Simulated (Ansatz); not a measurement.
Take PbO (space group P4/nmm, No. 129; a = 3.970 Å, c = 4.705 Å) as the base. Axes: x, y, z lie along a, b, c of the conventional cell.

Calculations: DFT with PBEsol-D3(BJ), PAW potentials and a 420 eV plane-wave cutoff in Ansatz (a quantum-chemistry and plane-wave program), without spin-orbit coupling.

For the base:

```
Property                         Result
-----------------------------  --------
Shortest interatomic distance  230.9 pm
```

The change: uniaxial strain ε_zz = +3.00 %, all other strain components held at zero; the atoms relax in the strained cell.

Question: What does the calculation give for the stress, energy relative to the base, largest internal atomic displacement and shortest interatomic distance after the change?

Answer: The stress (xx, yy, zz, yz, xz, xy; compression positive) amounts to (-0.65, -0.65, -0.84, 0.00, 0.00, 0.00) GPa; the energy increases by 1.5 meV/atom; the largest internal atomic displacement comes out as 0.030 Å; the shortest interatomic distance increases by 0.26 pm, from 230.9 pm to 231.1 pm.

No phonon test of stability was made.
